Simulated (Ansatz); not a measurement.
The starting structures come from a database of crystals and need not be the phases stable at ambient conditions.

 Where the default PAW files enter, the runs use the earlier of Ansatz's two default sets.

The decay constant κ of evanescent states in the gap governs leakage through a thin film.

Data:

```
O2Te
1.0
    4.73597     0.00000     0.00000
    0.00000     4.73597     0.00000
    0.00000     0.00000     7.65129
Te O
4 8
Cartesian
  0.13133   0.13133   3.82565
  2.23666   2.49931   5.73847
  4.60464   4.60464   0.00000
  2.49931   2.23666   1.91282
  1.23235   0.65953   2.41107
  1.70845   3.60033   4.32390
  3.50362   4.07644   6.23672
  3.02751   1.13564   0.49825
  3.60033   1.70845   3.32739
  4.07644   3.50362   1.41457
  1.13564   3.02751   7.15304
  0.65953   1.23235   5.24022
```

Space group of this cell: P4_12_12. The cell is strained (lengths across the current scaled by 0.98, ions clamped); by r2SCAN its mean pressure is 6.2 GPa.

Transport runs along the normal of the first two printed cell vectors, the (001) (indices of the unstrained crystal) plane of the conventional cell.

The gap is the functional's own, uncorrected, and κ follows it; spin-orbit coupling is left out. Mid-gap values are interpolated between the computed energies.

Q: Estimate the band gap and the smallest decay constant κ at mid-gap that r2SCAN in Ansatz (an electronic-structure program) returns for this system.

A: Gap 3.65 eV on a 6×6×4 mesh; κ = 0.387 1/Å, at (0.167, 0.167) of the in-plane reciprocal vectors. At the zone centre, at the nearest computed energy, the slowest state has κ = 0.41 1/Å.
